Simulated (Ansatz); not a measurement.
Results of PBEsol (Ansatz, a first-principles code, plane waves, PAW) for ZrSiTe (P4/nmm, No. 129).

Numerical settings: plane-wave cutoff 520 eV, 16×16×6 k mesh (along the axes of the cell as run), Fermi–Dirac smearing 0.05 eV, scalar-relativistic PAW data made under PBE.

Computed at the level's own relaxed cell.

### Question
What does this level give for the lattice parameter a, lattice parameter c and bulk modulus?

### Answer

lattice parameter a: 3.691 Å
lattice parameter c: 9.183 Å
bulk modulus: 51.5 GPa

The run finds no gap.

Note: the cell comes from a level without a dispersion term, which matters for the spacing of layers, chains or molecules; the bulk modulus is −V dP/dV from two relaxed cells at ±2 % in volume.

Spin–orbit coupling is not included; it can open a gap where bands touch, and shift volumes and moduli.

Cost on a shared machine: roughly 8 core-minutes.
